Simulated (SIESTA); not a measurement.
Worked example: self-consistent single point of HfPd₂ (I4mm, 3 atoms in the cell) in SIESTA.

Computed with GGA PBEsol, numerical atomic orbitals TZP, PseudoDojo PBEsol standard norm-conserving potentials (rewritten from UPF to PSML) run with SIESTA.

```
HfPd2
1.0
   -1.69453     1.69453     4.34401
    1.69453    -1.69453     4.34401
    1.69453     1.69453    -4.34401
Hf Pd
1 2
Direct
  0.00575   0.00575   0.00000
  0.33903   0.33903   0.00000
  0.66097   0.66097   0.00000
```

Reference input (self-consistent single point, DFT, GGA PBEsol, numerical atomic orbitals TZP, PseudoDojo PBEsol standard norm-conserving potentials (rewritten from UPF to PSML)): XC.functional = GGA; XC.authors = PBEsol; potentials = PseudoDojo PBEsol standard; PAO.BasisSize = TZP; PAO.EnergyShift = 0.005 Ry; MeshCutoff = 400 Ry; kgrid.MonkhorstPack = 6 6 6; OccupationFunction = FD; ElectronicTemperature = 1160.45 K; MaxSCFIterations = 150; SCF.Mixer.Method = Broyden; SCF.Mixer.Weight = 0.1. This run's input differs from it in these lines:

```diff
@@ -40,3 +40,6 @@
 SCF.Mixer.History            8
-SCF.DM.Tolerance             1.0E-04
+SCF.DM.Converge              false
+SCF.H.Converge               false
+SCF.FreeE.Converge           true
+SCF.FreeE.Tolerance          1.0E-12 eV
 Diag.ParallelOverK           true
```

Log, with long lists cut:

```
        iscf     Eharris(eV)        E_KS(eV)     FreeEng(eV)     dDmax    Ef(eV) dHmax(eV)
   scf:    1    -8843.626759    -8871.177787    -8871.212662  1.334632 -5.229179  9.315799
   scf:    2    -8874.847255    -8873.196407    -8873.233403  0.062624 -5.273873  6.614345
   scf:    3    -8874.520091    -8874.482008    -8874.527484  0.107231 -5.359398  1.474237
   scf:    4    -8872.126853    -8873.784580    -8873.823959  0.149192 -5.467747  3.710506
   scf:    5    -8874.968186    -8874.493014    -8874.535499  0.046388 -5.523691  1.424390
   [... 141 lines left out ...]
   scf:  147    -8874.633387    -8874.633387    -8874.678613  0.000000 -5.547213  0.000000
   scf:  148    -8874.633387    -8874.633387    -8874.678613  0.000000 -5.547213  0.000000
   scf:  149    -8874.633387    -8874.633387    -8874.678613  0.000000 -5.547213  0.000000
   scf:  150    -8874.633387    -8874.633387    -8874.678613  0.000000 -5.547213  0.000000
SCF_NOT_CONV: SCF did not converge in maximum number of steps (required).
SCF_NOT_CONV: SCF did not converge in maximum number of steps (required).
Geom step, scf iteration, dDmax, dHmax:    0   150      0.000000     0.000000
Geom step, scf iteration, dDmax, dHmax:    0   150      0.000000     0.000000

ABNORMAL_TERMINATION
ABNORMAL_TERMINATION
Stopping Program from Node:    0
Stopping Program from Node:    0
```

The run ended unconverged after 150 iterations. 

The starting cell comes from a database of computed structures (which also holds hypothetical and non-ambient phases and stackings), without a prior relaxation at this level. Its lattice was rescaled by up to half a per cent. One atom was moved a little off its site on purpose. Values carry the incompleteness of an atom-centred basis.

Cost on one core of a shared machine: roughly 7 min.
